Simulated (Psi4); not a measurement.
Psi4 1.11, unrestricted TPSS/def2-svp: [CH]1CCCCC1, charge 0, multiplicity 2, 17 atoms. The geometry is a generated start, not checked to be a minimum at this level.

```
Item                                 Result
--------------------------  ---------------
task                                 energy
method                                 tpss
basis                              def2-svp
memory                                 3 GB
maxiter                                 100
keys of the molecule block      symmetry c1
scf_type                       df (default)
e_convergence               1e-06 (default)
d_convergence               1e-06 (default)
dft_radial_points              75 (default)
dft_spherical_points          302 (default)
basis functions                         139
grid points                          356889
```

```xyz
17

C      0.1933    -1.2756     0.7269
C      1.2986    -0.7096    -0.0681
C      1.2165     0.8348    -0.1476
C     -0.2293     1.3339    -0.0349
C     -1.2109     0.2940    -0.5679
C     -1.1968    -0.9242     0.3582
H      0.3812    -1.9103     1.5749
H      2.2663    -1.0110     0.3341
H      1.2423    -1.0929    -1.0982
H      1.8111     1.2710     0.6575
H      1.6547     1.1661    -1.0930
H     -0.3386     2.2747    -0.5777
H     -0.4705     1.5255     1.0131
H     -2.2181     0.7126    -0.6203
H     -0.9178     0.0006    -1.5765
H     -1.6985    -1.7689    -0.1426
H     -1.7836    -0.7207     1.2623
```

Charge 0 and multiplicity 2 are set for this test and not shown to be the ground state.

With the defaults (diis = true, scf_initial_accelerator = adiis, damping_percentage = 0, guess = auto, which took SAD, diis_max_vecs = 10, level_shift = 0, level_shift_cutoff = 0.01) it converges in 10 SCF iterations. One run each on 2 threads, with these changes:
- scf_initial_accelerator = ediis
- guess = sapgau
- diis_max_vecs = 20
- damping_percentage = 60
- damping_percentage = 20
- level_shift = 0.1, level_shift_cutoff = 0.001
- scf_initial_accelerator = none
- guess = core
- diis = false, scf_initial_accelerator = none, damping_percentage = 60

Q: Which of these changes keep the SCF from converging, or lead it to another solution?

A: No convergence: diis = false, scf_initial_accelerator = none, damping_percentage = 60 (the run ends without SCF convergence in 100 iterations). The rest reach the solution of the defaults.

```
setting                                                                SCF iterations             end
---------------------------------------------------------------------  --------------  --------------
the defaults                                                                       10   same solution
scf_initial_accelerator = ediis                                                    10   same solution
scf_initial_accelerator = none                                                     10   same solution
diis_max_vecs = 20                                                                 10   same solution
level_shift = 0.1, level_shift_cutoff = 0.001                                      10   same solution
guess = sapgau                                                                     11   same solution
guess = core                                                                       12   same solution
damping_percentage = 20                                                            21   same solution
damping_percentage = 60                                                            77   same solution
diis = false, scf_initial_accelerator = none, damping_percentage = 60             100  no convergence
```
